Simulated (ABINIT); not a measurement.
Worked example: self-consistent single point of NbC (P6_3/mmc, 4 atoms in the cell) in ABINIT.

Method: LDA (PW92), norm-conserving pseudopotentials (PseudoDojo nc-sr-04 LDA standard) (plane waves; ABINIT 10.0.3).

```xyz
4
Lattice="3.6890 0.0000 0.0000 -1.8445 3.1947 0.0000 0.0000 0.0000 4.4399" Properties=species:S:1:pos:R:3 pbc="T T T"
Nb     0.0000     2.1298     1.1100
Nb     1.8445     1.0649     3.3300
C      0.0000     2.1298     3.3300
C      1.8445     1.0649     1.1100
```

Reference input (self-consistent single point, DFT, PBEsol, plane waves, norm-conserving pseudopotentials (PseudoDojo nc-sr-04 PBEsol standard)): pseudos = [Nb.upf, C.upf]; ecut = 41 Ha; occopt = 3; tsmear = 0.136 eV; ngkpt = 8 8 6; nshiftk = 1; shiftk = 0 0 0; potentials = PseudoDojo nc-sr-04 PBEsol standard; nband = 23; kptopt = 1; nstep = 80; tolvrs = 1e-11. This run's input differs from it in these lines:

```diff
@@ -1,2 +1,2 @@
-# NbC, PseudoDojo nc-sr-04 PBEsol standard
+# NbC, PseudoDojo nc-sr-04 LDA standard
 pp_dirpath "./"
```

Its files differ too (potentials: PseudoDojo nc-sr-04 PBEsol standard → PseudoDojo nc-sr-04 LDA standard).

The program printed (abridged):

```
--- !BeginCycle
solver: {iscf: 7, nstep: 80, nline: 4, wfoptalg: 0, }
tolerances: {tolvrs: 1.00E-11, }
...

     iter   Etot(hartree)      deltaE(h)  residm     vres2
 ETOT  1  -136.07188683842    -1.361E+02 1.177E-01 3.602E+03
 ETOT  2  -135.64349787797     4.284E-01 1.192E-01 6.073E+03
 ETOT  3  -136.81650135900    -1.173E+00 1.098E-02 1.110E+01
 ETOT  4  -136.82010440341    -3.603E-03 7.362E-03 2.627E+00
 ETOT  5  -136.82040928429    -3.049E-04 1.656E-03 8.813E-01
   [... 3 lines left out ...]
 ETOT  9  -136.82057234889    -2.499E-09 2.931E-04 8.949E-07
 ETOT 10  -136.82057234909    -2.023E-10 5.485E-04 2.029E-09
 ETOT 11  -136.82057234909    -9.379E-13 2.458E-04 5.367E-11
 ETOT 12  -136.82057234909    -3.752E-12 2.882E-04 1.937E-13
 At SCF step   12       vres2   =  1.94E-13 < tolvrs=  1.00E-11 =>converged.

 Cartesian components of stress tensor (hartree/bohr^3)
  sigma(1 1)=  1.66398333E-04  sigma(3 2)=  0.00000000E+00
  sigma(2 2)=  1.66398333E-04  sigma(3 1)=  0.00000000E+00
  sigma(3 3)=  3.50964615E-04  sigma(2 1)= -2.83976943E-14

 ----iterations are completed or convergence reached----

 reduced coordinates (array xred) for    4 atoms
       0.333333333333      0.666666666667      0.250000000000
       0.666666666667      0.333333333333      0.750000000000
       0.333333333333      0.666666666667      0.750000000000
       0.666666666667      0.333333333333      0.250000000000
 cartesian forces (eV/Angstrom) at end:
    1      0.00000000000000     0.00000000000000     0.00000000000000
   [... lines left out ...]
 Fermi (or HOMO) energy (hartree) =   0.44595   Average Vxc (hartree)=  -0.46088
   [... lines left out ...]
total_energy        : -1.36820572349094E+02
total_energy_eV     : -3.72307711413610E+03
band_energy         : -1.01206612965502E+01
...

-Cartesian components of stress tensor (GPa)         [Pressure= -6.7056E+00 GPa]
- sigma(1 1)=  4.89560716E+00  sigma(3 2)=  0.00000000E+00
- sigma(2 2)=  4.89560716E+00  sigma(3 1)=  0.00000000E+00
- sigma(3 3)=  1.03257337E+01  sigma(2 1)= -8.35488872E-10

 Calculation completed.
```

The run converged in 12 iterations. Against the reference run the pressure goes from -2.74 to -6.71 GPa.

The starting cell comes from a database of computed structures (which also holds hypothetical and non-ambient phases and stackings), without a prior relaxation at this level. Its lattice was rescaled by a random factor within 2.5 % of one. Spin polarisation is off. With a pressure of about -7 GPa the cell is away from its equilibrium volume at this level.

Cost on one core of a shared machine: roughly 2 min.
